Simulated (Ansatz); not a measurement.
Slab thickness and the (110) surface of bcc Ta: the same face, mesh and vacuum, all atoms relaxed.

The numbers are results of PBE (plane waves to 420 eV, PAW; Ansatz, a quantum-chemistry and plane-wave program), not measurements.

```
atoms  thickness (Å)  γ (J/m²)  work function, top face (eV)                               rough cost
-----  -------------  --------  ----------------------------  ---------------------------------------
2                2.1         ?                             ?             very roughly 50 core-seconds
3                4.5         ?                          4.76                  roughly 70 core-seconds
4                6.8      2.36                          4.76  about 120 core-seconds (a rough figure)
5                9.2      2.38                          4.73           around 90 core-seconds (rough)
6               11.5      2.38                          4.72              very roughly 3 core-minutes
7               13.9      2.37                          4.73            very roughly 120 core-seconds
8               16.2      2.37                          4.73            around 4 core-minutes (rough)
10              20.9      2.37                          4.73    about 6 core-minutes (a rough figure)
```

Question: Complete the blanks.

Answer: 
- 2, γ (J/m²): 2.40
- 2, work function, top face (eV): 4.59
- 3, γ (J/m²): 2.39
